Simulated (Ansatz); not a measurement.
rutile-type MgF2 (0 0 1) on zinc-blende InSb (0 0 1) (film strained to the substrate, started from cuts of the bulks and a machine-learned relaxation; metallic at this level, with no gap by band count; slabs In4Sb4 and Mg8F16, which can lie off the formulas)

A periodic stack without vacuum, rutile-type MgF2 (0 0 1) on zinc-blende InSb (0 0 1) (film strained to the substrate, started from cuts of the bulks and a machine-learned relaxation; metallic at this level, with no gap by band count; slabs In4Sb4 and Mg8F16, which can lie off the formulas): substrate slab In4Sb4, film Mg8F16, surface cells [[1, 0], [1, 1]] and [[0, 1], [-1, 0]], film strained by -0.1 and -0.1 %, outermost planes Sb/In and FMg/FMg as cut, which need not be the usual terminations and can put a slab off its formula.

The start was prepared with a machine-learned potential, and the result is one local minimum, with the in-plane cell held and forces under 0.04 eV/Å; the film can end far from its bulk form.

Computed with PBE (plane waves to 420 eV, PAW; Ansatz, an electronic-structure program). No spin–orbit coupling; the runs are not spin-polarised. Its k-point mesh 5×5×1, Fermi–Dirac width 0.05 eV.

```
Quantity                                                                                                          Result
--------------------------------------------------------------------------------  --------------------------------------
interface area                                                                                                   22.0 Å²
period                                                                                                           26.94 Å
heights between the nearest atoms of the two slabs at the two interfaces                                 2.23 and 2.98 Å
Mg–Sb contacts across the interfaces within 1.22 times the sum of covalent radii                          2, mean 3.14 Å
two interfaces                                                                    unlike, so that offsets are their mean
```

```xyz
32
Lattice="4.6932 0.0000 -0.0481 0.0000 4.6934 -0.0047 0.8886 0.3630 26.9272" Properties=species:S:1:pos:R:3 pbc="T T T"
In     4.4477     4.9564     6.6198
In     2.0678     2.6234     3.2912
In     2.1731     4.9511    12.5318
In     2.1480     2.6193     9.9872
Sb     4.4262     2.6078     4.9753
Sb     1.9760     4.9638     1.6601
Sb     4.5169     2.6026    11.8099
Sb     2.1203     4.9637     8.3181
Mg     2.2459     0.2776    16.2903
Mg     4.5704     2.6206    14.8871
F      3.6692     3.5648    16.3248
F      1.2800     3.9877    14.7686
F      3.1738     1.2526    14.7596
F      0.8192     1.6804    16.3521
Mg     2.2785     0.2767    19.4237
Mg     4.6104     2.6234    17.9141
F      3.7043     3.5503    19.4133
F      1.3438     4.0411    17.8483
F      3.1779     1.2056    17.8341
F      0.8513     1.6966    19.4443
Mg     2.3076     0.2777    22.4958
Mg     4.6404     2.6241    21.0148
F      3.7337     3.5555    22.5203
F      1.3713     4.0460    20.9480
F      3.2153     1.2033    20.9330
F      5.5843     1.7025    22.5040
Mg     2.3556     0.3027    25.4548
Mg     4.6767     2.6323    24.2003
F      3.6683     3.6211    25.6024
F      1.3880     4.0397    24.0310
F      3.2693     1.2252    23.9981
F      5.6807     1.6164    25.5842
```
